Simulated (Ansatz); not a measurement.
Consider FeSb2 (space group Pnnm, No. 58; a = 5.7730 Å, b = 6.4294 Å, c = 3.1190 Å; non-magnetic). Axes: x, y, z lie along a, b, c of the conventional cell.

The values are results of plane-wave PAW DFT at the PBEsol level (Ansatz, a program for electronic structure, 420 eV), scalar-relativistic without spin-orbit coupling, not measurements.

Before the change:

```
Property                        Result
-----------------------------  -------
Pressure                       0.0 GPa
Shortest interatomic distance  2.526 Å
```

Now apply this change: uniaxial strain ε_xx = +1.53 %, all other strain components held at zero; the atoms relax in the strained cell.

What does the calculation give for the pressure and shortest interatomic distance after the change?

The pressure (mean of the normal stresses, compression positive) goes from zero to -1.9 GPa; the shortest interatomic distance goes up by 0.0124 Å (2.526 Å → 2.539 Å).

No phonon test of stability was made. Seeded moments were not kept for the base. The base started in Pnn2 and relaxed to Pnnm at this level. The final runs are not spin-polarised.
